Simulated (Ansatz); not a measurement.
## Do energy and pressure agree? Two volumes of Al (Fm-3m, 1 atom in the cell)

```yaml
crystal:
  lattice:
    - [0.00000, 2.03107, 2.03107]
    - [2.03107, 0.00000, 2.03107]
    - [2.03107, 2.03107, 0.00000]
  atoms:
    - { symbol: Al, position: [0.00000, 0.00000, 0.00000] }
```

Method: PBEsol, default PAW files made with PBE (plane waves; Ansatz, a quantum-chemistry and plane-wave program).

Settings: basis.ecutwfc = 1010 eV; kpoints.mp_grid.grid = 14 14 14; hamiltonian.xc = pbesol; hamiltonian.pseudopotentials = {kind: paw} (the program's default PAW files); scf.occupations.method = gaussian; scf.occupations.width = 0.1 eV. This cutoff ends a ladder whose last two steps agree within 1 meV/atom.

The second cell is the first with its lattice scaled by 0.98, at the same fractional positions.

The starting cell has typed, rounded lattice constants, without a prior relaxation at this level. Its lattice was rescaled by up to half a per cent. Ansatz's pressure includes its estimate of the finite-basis (Pulay) stress.

| cell | volume (Å³/atom) | pressure (GPa) | F less the first cell's (meV/atom) |
|---|---|---|---|
| first | 16.7574 | -2.89 | 0.00 |
| second | 15.7720 | 1.95 | ? |

**Question.** Estimate the energy of the second cell from the pressures, and the bulk modulus between the two volumes.

**Answer.** With P = −dF/dV, the trapezoid gives ΔF ≈ −(P₁ + P₂)/2 · ΔV = −(-0.470 GPa) · (-0.9854 Å³) = -2.89 meV/atom (1 eV/Å³ = 160.22 GPa). The modulus at fixed fractional positions is B = −ΔP/Δln V = 80 GPa, a mean over the interval. P(V) is curved, so the trapezoid lies high by about |ΔV|³·B·(1 + B′)/(12·V̄²) = 0.75 meV/atom for an assumed B′ = 4, which leaves -3.64 meV/atom. The runs gave -3.67 meV/atom, a miss of 0.03 meV/atom. Cases were kept where this miss is small, so the page shows the method and is no test of it.

Left out of this page: 15 runs of the series outside the window shown, repeating another row's setting, or not comparable.

Keys are those of Ansatz 0.2.
